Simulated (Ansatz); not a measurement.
# Al2O3, response to strain

The parent structure is Al2O3 in the corundum structure (space group R-3c, No. 167).

```yaml
crystal:
  lattice:
    - [2.40441, 1.38819, 4.37462]
    - [-2.40441, 1.38819, 4.37462]
    - [0.00000, -2.77638, 4.37462]
  atoms:
    - { symbol: Al, position: [0.64785, 0.64785, 0.64785] }
    - { symbol: Al, position: [0.14785, 0.14785, 0.14785] }
    - { symbol: Al, position: [0.35215, 0.35215, 0.35215] }
    - { symbol: Al, position: [0.85215, 0.85215, 0.85215] }
    - { symbol: O, position: [0.75000, 0.44383, 0.05617] }
    - { symbol: O, position: [0.05617, 0.75000, 0.44383] }
    - { symbol: O, position: [0.25000, 0.55617, 0.94383] }
    - { symbol: O, position: [0.55617, 0.94383, 0.25000] }
    - { symbol: O, position: [0.94383, 0.25000, 0.55617] }
    - { symbol: O, position: [0.44383, 0.05617, 0.75000] }
```

Cartesian axes are those of the cell as printed.

Strains are applied to the cell and any free atomic positions relax; under biaxial strain the out-of-plane vector relaxes too.

Computed with PBE in Ansatz (plane waves to 420 eV, PAW, no SOC).

Notes on the quantities. pressure: mean of the normal stresses, compression positive.

| case | width of the top valence band | pressure | electron mass |
|---|---|---|---|
| base | 0.60 eV | 0.00 GPa | 0.38 mₑ along c, 0.36 mₑ across (at Γ) |
| biaxial strain −3.00 %, plane normal [001], relaxed out of plane | 0.68 eV | 12.15 GPa | 0.37 mₑ out of plane, 0.40 mₑ in plane (at Γ) |
| biaxial strain −2.25 %, plane normal [001], relaxed out of plane | 0.66 eV | 8.88 GPa | – |
| biaxial strain −1.50 %, plane normal [001], relaxed out of plane | 0.63 eV | 5.76 GPa | 0.38 mₑ (at Γ) |
| biaxial strain −0.75 %, plane normal [001], relaxed out of plane | 0.60 eV | 2.80 GPa | 0.38 mₑ (at Γ) |

The levels and masses belong to the bands next to the band gap. Effective masses come from finite differences of ±0.01 Å⁻¹. No phonon test of stability was made.

Ansatz is an electronic-structure program.
